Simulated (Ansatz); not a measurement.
The starting structures come from a database of crystals and need not be the phases stable at ambient conditions.

Tunnelling through a barrier is set by its complex band structure: the current falls as exp(−2κd) with the smallest κ.

Input:

```xyz
14
Lattice="6.6989 0.0000 0.0000 0.0000 6.7518 0.0000 2.8026 0.0000 5.7869" Properties=species:S:1:pos:R:3 pbc="T T T"
Cd     6.8097     0.8578     3.4011
Cd     2.6918     5.8940     2.3858
Cd     6.0413     4.2337     2.3858
Cd     3.4602     2.5181     3.4011
Cd     3.3495     3.3759     0.0000
Cd     0.0000     0.0000     0.0000
Cl     0.9845     2.4592     1.1089
Cl     8.5170     4.2926     4.6779
Cl     5.1676     5.8351     4.6779
Cl     4.3339     0.9167     1.1089
O      5.6446     2.6087     3.8626
O      3.8569     4.1431     1.9243
O      7.2064     5.9846     1.9243
O      2.2951     0.7672     3.8626
```

Space group of this cell: P2_1/c. The cell is taken as given; by r2SCAN its mean pressure is -0.8 GPa.

Transport runs along the normal of the first two printed cell vectors.

The gap is the functional's own, uncorrected, and κ follows it; spin-orbit coupling is left out. Mid-gap values are interpolated between the computed energies.

### Question
Compute, with r2SCAN (Ansatz, a program for electronic structure), the band gap and the smallest decay constant κ at mid-gap.

### Answer
Gap 1.75 eV on a 6×6×6 mesh; κ = 0.192 1/Å, at the zone centre.
